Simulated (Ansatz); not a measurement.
# MgSc3N (model structure, started from the Ni3MgC type, Pm-3m, No. 221, 5 atoms in the cell): lattice constant a by level of theory

No measured value is used here.

```csv
level (code),value (Å)
LDA (Ansatz),4.423
PBE (Ansatz),4.521
PBEsol (Ansatz),[?]
r²SCAN (Ansatz),4.512
```

Problem. Fill in the missing entries.

Solution. 
- PBEsol (Ansatz, a first-principles code), value (Å): 4.474

Cutoffs differ between the levels. Ansatz's density-functional and Hartree–Fock values are scalar-relativistic unless marked +SOC, with PAW data made under PBE.

A model structure was made by putting elements into a prototype or built by hand; it is no filed structure, need not be a known phase, and can be a saddle point held by its symmetry.
